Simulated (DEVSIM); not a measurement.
System: abrupt Si p-n junction, at 300 K.

| layer (left to right) | material | thickness (μm) | Nd (cm⁻³) | Na (cm⁻³) | τn (s) | τp (s) |
|---|---|---|---|---|---|---|
| 1 | Si | 0.280 | - | 9.4e15 | 4.2e-6 | 4.2e-6 |
| 2 | Si | 12.0 | 1.8e16 | - | 4.2e-6 | 4.2e-6 |

Left contact: ohmic. Right contact: ohmic. Voltage is applied to the left contact. Recombination: SRH at mid-gap. Mobility is constant in doping.

Constants are typed, rounded textbook-type inputs, not results; the design itself was drawn at random and stands for no fabricated device. Values at 300 K.

| parameter | Si |
|---|---|
| gap (eV) | 1.124 |
| affinity (eV) | 4.05 |
| permittivity | 11.7 |
| Nc (cm⁻³) | 2.86e19 |
| Nv (cm⁻³) | 3.1e19 |
| μn (cm²/Vs) | 1417 |
| μp (cm²/Vs) | 470 |

Simulated with DEVSIM: 1D drift-diffusion, Boltzmann statistics, complete ionisation; no tunnelling, impact ionisation, image-force lowering or self-heating.

Question: Tabulate band edges, carrier densities and field at 0.9 V on the left contact.

Answer: Energies count from the Fermi level of the right contact; mesh points crowd at the junctions.

```
x (μm)   Ec (eV)  Ev (eV)  n (cm⁻³)  p (cm⁻³)  field (V/cm)
-------  -------  -------  --------  --------  ------------
0.000      0.015   -1.109     12000    9.4e15           360
0.02084    0.015   -1.109    2.8e14    9.7e15           360
0.05949    0.017   -1.107    7.7e14    1.0e16           330
0.1228     0.018   -1.105    1.6e15    1.1e16           220
0.2169     0.017   -1.107    3.0e15    1.0e16         -1000
0.2571     0.008   -1.116    4.9e15    7.1e15         -3700
0.2788    -0.003   -1.127    7.9e15    4.6e15         -7000
0.3102    -0.018   -1.142    1.4e16    2.6e15         -2600
0.3600    -0.023   -1.147    1.9e16    2.0e15          -310
0.4638    -0.023   -1.147    2.0e16    1.9e15           160
0.6543    -0.020   -1.144    2.0e16    1.9e15           180
1.230     -0.009   -1.133    2.0e16    1.9e15           180
2.201      0.008   -1.116    2.0e16    1.9e15           180
3.983      0.039   -1.085    2.0e16    1.9e15           180
8.292      0.115   -1.009    2.0e16    1.7e15           180
10.21      0.150   -0.974    1.9e16    1.4e15           180
11.26      0.170   -0.954    1.9e16    9.1e14           190
11.76      0.180   -0.944    1.9e16    5.5e14           200
12.08      0.186   -0.938    1.8e16    2.4e14           210
12.19      0.189   -0.935    1.8e16    1.1e14           210
12.25      0.190   -0.934    1.8e16    4.4e13           210
12.28      0.191   -0.933    1.8e16      6500           210
```
